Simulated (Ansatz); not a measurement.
**W2Ge (model structure, started from the Cu2Sb type, P4/nmm, No. 129, 6 atoms in the cell)**

Level of theory: PBE (plane waves, PAW; Ansatz, a program for electronic structure).

Settings: plane-wave cutoff 500 eV, 10×10×6 k mesh (along the axes of the cell as run), Fermi–Dirac smearing 0.05 eV, no spin polarisation, scalar-relativistic PAW data made under PBE.

Cell (relaxed at this level):

W$_{2}$Ge is taken in the tetragonal space group P4/nmm, origin choice 1 (No. 129), Pearson symbol tP6. Lattice parameters: a = b = 3.767 Å, c = 6.822 Å, α = β = γ = 90.00°. W1 on 2a is surrounded by 4 W at 2.664 Å and 4 W at 2.924 Å and 4 Ge at 2.745 Å. W2 on 2c is coordinated by 5 Ge at 2.589–2.674 Å and 4 W at 2.924 Å. Ge on 2c has 9 W at 2.589–2.745 Å. (Neighbours: up to the widest gap in distance over summed covalent radii, below 1.35, at either atom; cation-cation and far metal-metal contacts left out.)

```json
{
 "band_gap": "zero (no gap)"
}
```

Note: the relaxation could raise the start's symmetry but not lower it, so the cell can be a saddle point.

Spin–orbit coupling is not included.

Computed values are for the static lattice.

Computing time: very roughly 5 core-minutes.

A model structure was made by putting elements into a prototype or built by hand; it is no filed structure, need not be a known phase, and can be a saddle point held by its symmetry.
